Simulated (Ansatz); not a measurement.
Input and output of a relaxation of cell and atoms for Mg₂Ge (Fm-3m, 3 atoms in the cell) (Ansatz, a program for electronic structure).

Level of theory: LDA (PW92), PAW files made with PBE (plane waves; Ansatz).

```
CELL_PARAMETERS angstrom
      0.00000     3.18430     3.18430
      3.18430     0.00000     3.18430
      3.18430     3.18430     0.00000
ATOMIC_POSITIONS crystal
  Mg 0.75000 0.75000 0.75000
  Mg 0.25000 0.25000 0.25000
  Ge 0.00000 0.00000 0.00000
```

Reference input (self-consistent single point, DFT, LDA (PW92), plane waves, PAW files made with PBE): basis.ecutwfc = 420 eV; kpoints.mp_grid.grid = 9 9 9; hamiltonian.xc = lda; hamiltonian.pseudopotentials = {kind: paw} (the program's default PAW files); scf.occupations.method = gaussian; scf.occupations.width = 0.05 eV. This run's input differs from it in these lines:

```diff
@@ -18,2 +18,4 @@
   occupations: { method: gaussian, width: 0.05 }
+relax:
+  cell: {}
 output:
```

The program printed (abridged):

```
   [... SCF lines of the steps left out ...]
relax step   1: F+E_penalty+E_count = -8019.85373622 eV  Δ(F+E_penalty+E_count) = +0.000e0 eV  max|allowed force component| = 4.318e-17 eV/Å  Δτ_max = 0.0000 Å  P = -2.025 GPa  Ω = 64.576 Å³  (7 SCF iters, dr2 threshold 1.00e-7 eV, accepted)
relax step   2: F+E_penalty+E_count = -8019.86932440 eV  Δ(F+E_penalty+E_count) = -1.559e-2 eV  max|allowed force component| = 4.780e-17 eV/Å  Δτ_max = 0.0000 Å  P = +0.479 GPa  Ω = 61.587 Å³  energy of the carried Pulay correction = +1.971e-4 eV  [...]
relax step   3: F+E_penalty+E_count = -8019.87005163 eV  Δ(F+E_penalty+E_count) = -7.272e-4 eV  max|allowed force component| = 3.007e-17 eV/Å  Δτ_max = 0.0000 Å  P = -0.030 GPa  Ω = 62.137 Å³  energy of the carried Pulay correction = +1.601e-4 eV  [...]
relax step   4: F+E_penalty+E_count = -8019.86988938 eV  Δ(F+E_penalty+E_count) = +1.622e-4 eV  max|allowed force component| = 4.086e-17 eV/Å  Δτ_max = 0.0000 Å  P = -0.029 GPa  Ω = 62.137 Å³  stress off target by 2.87e-2 GPa  SCF on the basis [...]
basis re-selected at this cell: Δ(F+E_penalty+E_count) = +1.622e-4 eV, ΔP = +0.001 GPa vs the last step
the relaxation is at rest under the 48 symmetry operations that the run kept from its start: a minimum is not shown …
Stability not checked: this state was not tested for a lower state beside it, because too few of the mixer's solves of this state at the end of the SCF gave a …
Free energy (F): -8019.869889 eV
Internal energy: -8019.869879 eV  (E = F + TS)
   [... lines left out ...]
Fermi energy:    7.150546 eV
  cell:  # Å, volume = 62.1368 Å³
   [... lines left out ...]
    - [3.143689640728199, 2.547686016447795e-35, 3.143689640728199]
    - [3.143689640728199, 3.143689640728199, -1.0190744065791177e-34]
  atoms:
    - { symbol: Mg, position: [0.7499999999999999, 0.7499999999999999, 0.7499999999999999] }
    - { symbol: Mg, position: [0.25, 0.25, 0.25] }
    - { symbol: Ge, position: [4.7671691302320184e-35, -1.556155209472214e-34, -9.093322614054909e-35] }
```

The run converged. 

Summary of the result:
- Free energy E − TS (on the zero of these files) = -8019.8699 eV
- Pressure = -0.03 GPa
- Final cell = a = b = c = 4.4458 Å, α = β = γ = 60.00°
- Final volume per atom = 20.71 Å³
- Relaxation steps = 4

The starting cell comes from a database of computed structures (which also holds hypothetical and non-ambient phases and stackings), without a prior relaxation at this level. The relaxation keeps the symmetry of its start, so its end need not be a minimum. Ansatz's pressure includes its estimate of the finite-basis (Pulay) stress.

Keys are those of Ansatz 0.2.
